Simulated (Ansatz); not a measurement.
## Ansatz run on Al₂Sn₂Ba₃ (Immm, 7 atoms in the cell): self-consistent single point

Method of the run: PBEsol, default PAW files made with PBE (plane waves; Ansatz, a program for electronic structure).

This input was run:

Ansatz 0.2 input:
```yaml
# Ba3(AlSn)2
crystal:
  lattice:
    - [-2.29700000, 2.61500000, 10.31700000]
    - [2.29700000, -2.61500000, 10.31700000]
    - [2.29700000, 2.61500000, -10.31700000]
  atoms:
    - { symbol: Al, position: [0.56220000, 0.06220000, 0.50000000] }
    - { symbol: Al, position: [0.43780000, 0.93780000, 0.50000000] }
    - { symbol: Sn, position: [0.63710000, 0.63710000, 0.00000000] }
    - { symbol: Sn, position: [0.36290000, 0.36290000, 0.00000000] }
    - { symbol: Ba, position: [0.00000000, 0.50000000, 0.50000000] }
    - { symbol: Ba, position: [0.81710000, 0.81710000, 0.00000000] }
    - { symbol: Ba, position: [0.18290000, 0.18290000, 0.00000000] }
basis:
  ecutwfc: 420.0
kpoints:
  mp_grid: { grid: [7, 7, 7] }
hamiltonian:
  xc: pbesol
  pseudopotentials: { kind: paw }
scf:
  occupations: { method: fermi_dirac, width: 0.05 }
output:
  forces: true
  eigenvalues: true
  stress: true
```

The program printed (abridged):

```
basis.fft_grid_basis auto: the FFT boxes are laid along the combinations [[1, 0, 1], [0, 1, 1], [0, 0, 1]] of the cell's own vectors, 5.230, 4.594 and 10.888 Å …
Pseudopotentials: kind: paw
Pseudopotential: Al, paw, valence charge 3
Pseudopotential: Sn, paw, valence charge 14
Pseudopotential: Ba, paw, valence charge 10
Crystal: 7 atoms, lattice volume = 247.883 Å³
Basis set: ecut = 420 eV, 4853 PW (Γ), FFT grids on a1+a3, a2+a3, a3, exchange–correlation on 72×64×150 points (8 copies of the dense FFT grid, shifted against one another)
Bands: 39, of which v1, the nominal top of the filled ones, is band 32 counted from 1 (31 counted from 0)
Symmetry: 8 space group operations
Space group: Immm (ITA 71), of the structure as read, at distance tolerance 6.3e-5 Å
k-points: 64 of 343
PAW frozen core: Al, regenerated for the run's functional, and the local potential with it
PAW frozen core: Sn, regenerated for the run's functional, and the local potential with it
PAW frozen core: Ba, regenerated for the run's functional, and the local potential with it
Initial density: superposition of atomic densities (neutral atoms: chi_scale 0, normalization atom), corrected by the library's trained network
Initial wavefunctions: pseudopotential atomic-orbital guess
Eigensolver: davidson
Functional: x = pbesol(κ = 0.804, μ = 0.12345679012345678), c = pbesol(β = 0.046)
SCF iter   1: F=—  HF=-30540.263143 eV  |F-HF|=—  |Δ(HF+E_count)|=         —  Δρ=2.35e-3  dr2=3.56e-2  ethr=1.77e-3  ⟨swp⟩=12.2  Hψ=14521  notcnv=0
all-band conjugate gradients solve this SCF's bands
preconditioner: auto → Kerker (q_TF=auto, 2.177 Å⁻¹)
SCF iter   2: F=—  HF=-30540.257415 eV  |F-HF|=—  |Δ(HF+E_count)|=   5.73e-3  Δρ=1.48e-3  dr2=1.78e-2  ethr=5.56e-5  ⟨swp⟩=2.0  Hψ=3416  notcnv=0  defer=1
SCF iter   3: F=—  HF=-30540.255168 eV  |F-HF|=—  |Δ(HF+E_count)|=   2.25e-3  Δρ=4.24e-4  dr2=3.63e-4  ethr=2.78e-5  ⟨swp⟩=2.4  Hψ=3602  notcnv=0  defer=1
SCF iter   4: F=—  HF=-30540.255088 eV  |F-HF|=—  |Δ(HF+E_count)|=   8.00e-5  Δρ=1.91e-4  dr2=1.74e-4  ethr=5.68e-7  ⟨swp⟩=2.0  Hψ=4356  notcnv=0  defer=1
SCF iter   5: F=—  HF=-30540.255043 eV  |F-HF|=—  |Δ(HF+E_count)|=   4.52e-5  Δρ=5.92e-5  dr2=2.51e-5  ethr=2.71e-7  ⟨swp⟩=2.0  Hψ=4173  notcnv=0  defer=1
SCF iter   6: F=—  HF=-30540.255024 eV  |F-HF|=—  |Δ(HF+E_count)|=   1.90e-5  Δρ=1.50e-5  dr2=1.24e-6  ethr=3.93e-8  ⟨swp⟩=2.0  Hψ=3055  notcnv=0  defer=2
SCF iter   7: F=—  HF=-30540.255024 eV  |F-HF|=—  |Δ(HF+E_count)|=   2.21e-7  Δρ=3.78e-6  dr2=1.12e-7  ethr=1.94e-9  ⟨swp⟩=2.7  Hψ=4603  notcnv=0  defer=2
SCF iter   8: F=-30540.255024 eV  HF=-30540.255024 eV  |F-HF|=1.37e-8  |Δ(HF+E_count)|=   5.65e-9  Δρ=1.62e-6  dr2=2.07e-8  ethr=1.56e-10  ⟨swp⟩=8.5  Hψ=11462  notcnv=0
SCF 1 converged in 8 iterations: F = -30540.255024 eV  dr2 = 2.07e-8
SCF converged after 8 iterations
Free energy (F): -30540.255024 eV
Harris-Foulkes:  -30540.255024 eV  (|F-HF|=1.37e-8)
Internal energy: -30540.229827 eV  (E = F + TS)
E sigma→0 (E₀):  -30540.242426 eV
Entropy (-TS):   -0.025197 eV (-3.600 meV/atom)
Fermi energy:    7.484240 eV
--- Per-component energies (eV) ---
  E_band       = -398.366575
  E_kinetic    = 923.226037
  E_local      = -3488.075035  (includes V_loc(G=0)·N_el)
  E_nonlocal   = 135.492519
  E_hartree    = 1759.385800
  E_xc         = -1334.513667
  E_vxc        = -654.991339  (∫ρ·V_xc dr)
  E_paw        = -24464.041308  (= ΣΔE_a)
  E_vpaw       = -832.787794  (= ΣTr[D̂ρ^β])
  E_aug_tail   = -0.000011  (compensation charges beyond the density's cutoff)
  E_ewald      = -4072.766419
  E_core_change = 1.062257  (= ΣΔE_core)
  E_smearing   = -0.025197  (= −TS)
  E_closure    = -0.000000  (closes the sum)
  Σ components = -30540.255024   (vs F -30540.255024, Δ=0.00e0)
--- Forces (eV/Å), atoms counted from 1 ---
  atom   1  Al     0.00000000    -0.00000000     0.01527251
  atom   2  Al     0.00000000     0.00000000    -0.01527251
  atom   3  Sn     0.00000000    -0.00000000    -0.08542735
  atom   4  Sn     0.00000000     0.00000000     0.08542735
  atom   5  Ba     0.00000000     0.00000000    -0.00000000
  atom   6  Ba     0.00000000     0.00000000     0.05038710
  atom   7  Ba     0.00000000    -0.00000000    -0.05038710
  max |Σ_I F_I| component: 2.08e-17 eV/Å
--- Stress (GPa, compression-positive) ---
       -0.784724      -0.000000       0.000000
       -0.000000      -1.030365      -0.000000
        0.000000      -0.000000      -0.831939
  P = ⅓ Tr σ = -0.8823 GPa (-8.823 kbar)
  The stress holds the Pulay correction. Without it, at fixed plane waves, as pw.x and ABINIT print it: P = -0.8948 GPa
--- Band table (eV; the first three rows and the last of 64) ---
  k-point 0: bands = ["-20.6785", "-20.6475", "-20.2958", "-13.0941", "-13.0939", "-13.0875", "-13.0870", "-13.0587", "-13.0586", "-13.0377", "-13.0361", "-13.0343", "-13.0341", "-6.0133", "-5.9687", "-5.9452", "-5.8337", "-5.8214", "-5.7340", [...]
  k-point 1: bands = ["-20.6732", "-20.6480", "-20.2935", "-13.0946", "-13.0945", "-13.0857", "-13.0852", "-13.0596", "-13.0596", "-13.0374", "-13.0361", "-13.0341", "-13.0339", "-6.0168", "-6.0162", "-5.9385", "-5.8415", "-5.8141", "-5.7751", [...]
  k-point 2: bands = ["-20.6614", "-20.6493", "-20.2885", "-13.0959", "-13.0958", "-13.0817", "-13.0814", "-13.0604", "-13.0604", "-13.0365", "-13.0357", "-13.0342", "-13.0337", "-6.0352", "-6.0147", "-6.0066", "-5.8893", "-5.8382", "-5.7955", [...]
  k-point 63: bands = ["-20.6747", "-20.6474", "-20.2939", "-13.0948", "-13.0943", "-13.0858", "-13.0851", "-13.0595", "-13.0594", "-13.0374", "-13.0364", "-13.0345", "-13.0337", "-6.0427", "-5.9556", "-5.9295", "-5.8270", "-5.8173", "-5.7959", [...]
```

The run converged in 8 iterations.

The starting cell comes from a database of published, mostly measured structures (it also holds non-ambient and calculated ones), without a prior relaxation at this level. Ansatz's pressure includes its estimate of the finite-basis (Pulay) stress.

Cost on one core of a shared machine: roughly 80 s.
